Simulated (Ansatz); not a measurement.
The reference is GaN in the zinc blende structure (space group F-43m, No. 216; a = 4.4554 Å).

Computed with Kohn–Sham DFT with the LDA functional, run in Ansatz (a quantum-chemistry and plane-wave program) with PAW and 420 eV plane waves, no spin-orbit coupling.

Before the change:

The band gap comes out as 1.96 eV.

It is then changed as follows: an isotropic linear strain of +0.50 %, atoms relaxed at fixed cell.

Question: Predict the new energy relative to the base and band gap.

Answer: The energy grows by 1.5 meV/atom; the band gap falls by 0.10 eV to 1.86 eV.

Semilocal Kohn–Sham gaps tend to fall short of experiment. No phonon test of stability was made. This is not the structure that GaN has at room temperature and ambient pressure.
